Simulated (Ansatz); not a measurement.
# Response to strain in SiO2

The parent structure is SiO2 (space group P3_221, No. 154).

```
SiO2
1.0
    5.02211     0.00000     0.00000
   -2.51105     4.34927     0.00000
    0.00000     0.00000     5.51028
Si O
3 6
Direct
  0.47673   0.47673   0.00000
  0.52327   0.00000   0.66667
  0.00000   0.52327   0.33333
  0.41453   0.15915   0.87178
  0.84085   0.25538   0.53845
  0.15915   0.41453   0.12822
  0.58547   0.74462   0.79488
  0.25538   0.84085   0.46155
  0.74462   0.58547   0.20512
```

Strains are applied to the cell and any free atomic positions relax.

All numbers come from Kohn–Sham DFT with the PBE functional, run in Ansatz (a first-principles code) with PAW and 420 eV plane waves, no spin-orbit coupling.

Notes on the quantities. pressure: mean of the normal stresses, compression positive.

```csv
isotropic strain (%),pressure (GPa)
-3,3.8
-2.25,2.6
-1.5,1.6
-0.75,?
0,0.0
```

Q: Fit P = P₀ − Bδ + Cδ² with δ = (1 + ε)³ − 1 to the rows shown and predict the withheld row.

A: Least squares on the printed values gives P₀ = 0.0 GPa, B = 27.9 GPa (at held cell shape), C = 178 GPa (largest residual 0.0 GPa); this predicts 0.7 GPa, and the run gives 0.8 GPa, in agreement.

No phonon test of stability was made.
